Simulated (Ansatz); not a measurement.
Base system: ZnAu in the CsCl type structure (space group Pm-3m, No. 221; a = 3.1868 Å; relaxed with 0.1 eV smearing). Axes: x, y, z lie along the cube axes.

Calculations: PBE, PAW, 420 eV (Ansatz, a program for electronic structure; no SOC).

Now apply this change: an isotropic linear strain of +2.00 %, atoms relaxed at fixed cell.

Q: Predict the stress tensor and what it implies for the stiffness.

A: Stress of the strained cell less that of the base (GPa, compression positive):
```
   -5.9     0.0     0.0
    0.0    -5.9     0.0
    0.0     0.0    -5.9
```

Then B = −ΔP/(ΔV/V₀) with ΔV/V₀ = 0.0612 gives secant stiffness values (nonlinear terms included at this strain): B ≈ 96 GPa.

As a check, the harmonic strain energy −½ V₀ Δσ:ε is 18 meV/atom; the computed energy rise is 19 meV/atom.

Whether these cells are dynamically stable was not tested.
